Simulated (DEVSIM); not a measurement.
Device: abrupt Si p-n junction, at 300 K.

| layer (left to right) | material | thickness (μm) | Nd (cm⁻³) | Na (cm⁻³) | τn (s) | τp (s) |
|---|---|---|---|---|---|---|
| 1 | Si | 0.410 | - | 1.5e17 | 2.5e-5 | 2.5e-5 |
| 2 | Si | 3.90 | 4.6e14 | - | 2.5e-5 | 2.5e-5 |

Left contact: ohmic. Right contact: ohmic. Voltage is applied to the left contact. Recombination: SRH at mid-gap. Mobility is constant in doping.

The device is made up for the run: typed textbook-type constants, with dimensions and the other settings drawn at random. Values at 300 K.

| parameter | Si |
|---|---|
| gap (eV) | 1.124 |
| affinity (eV) | 4.05 |
| permittivity | 11.7 |
| Nc (cm⁻³) | 2.86e19 |
| Nv (cm⁻³) | 3.1e19 |
| μn (cm²/Vs) | 1417 |
| μp (cm²/Vs) | 470 |

Simulated with DEVSIM: 1D drift-diffusion, Boltzmann statistics, complete ionisation; no tunnelling, impact ionisation, image-force lowering or self-heating.

The doping Nd of layer 2 was swept, all else fixed.

```csv
doping Nd of layer 2 (cm^-3),largest field in the device at zero bias (V/cm),dark forward voltage at 100 A/cm² (V),dark forward voltage at 1 A/cm² (V),potential step across the device at zero bias (V)
1.4e13,21000,1.263,0.473,0.611
4.6e13,21000,0.780,0.488,0.641
1.4e14,21000,0.726,0.506,0.670
4.6e14,22000,0.712,0.530,0.701
1.4e15,25000,0.709,0.552,0.730
4.6e15,___,0.710,___,0.760
1.4e16,54000,0.712,0.584,0.789
```

Q: What belongs in the gaps?

A: 
- 4.6e15, largest field in the device at zero bias (V/cm): 34000
- 4.6e15, dark forward voltage at 1 A/cm² (V): 0.573
